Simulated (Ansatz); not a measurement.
BeTe under load (space group F-43m), r2SCAN with spin-orbit coupling, rigid bands (Ansatz, a first-principles code). Condition of this run: hydrostatic pressure 10 GPa (the target of the relaxation). Band gap 1.73 eV, N_c = 2.29e19 cm⁻³ and N_v = 1.08e19 cm⁻³ at 300 K, conductivity masses of 0.344 mₑ (electrons) and 0.340 mₑ (holes). Take k_BT = 0.02585 eV.

What built-in voltage has an abrupt junction with N_A = 1e17 and N_D = 1e18 cm⁻³, all dopants ionised?

V_bi = E_g/e − (k_BT/e) ln(N_c N_v/(N_A N_D)) = 1.73 − 0.02585 × 7.81 = 1.53 V, for the computed gap.

What thermal injection velocity √(2k_BT/πm) limits a ballistic channel?

9.17e6 cm/s for electrons and 9.23e6 cm/s for holes, a ratio of √(m_h/m_e) = 0.994, for dilute carriers.

Find the intrinsic carrier density and the intrinsic Fermi level.

n_i = √(N_c N_v) exp(−E_g/2k_BT) = 1.57e19 × exp(−33.46) = 4.6e4 cm⁻³. The level lies (k_BT/2) ln(N_v/N_c) = -10 meV from mid-gap (positive towards the conduction band). Each 0.1 eV added to the gap lowers n_i by a factor of 6.9.

Rigid bands with the computed gap; masses take one relaxation time for all states.
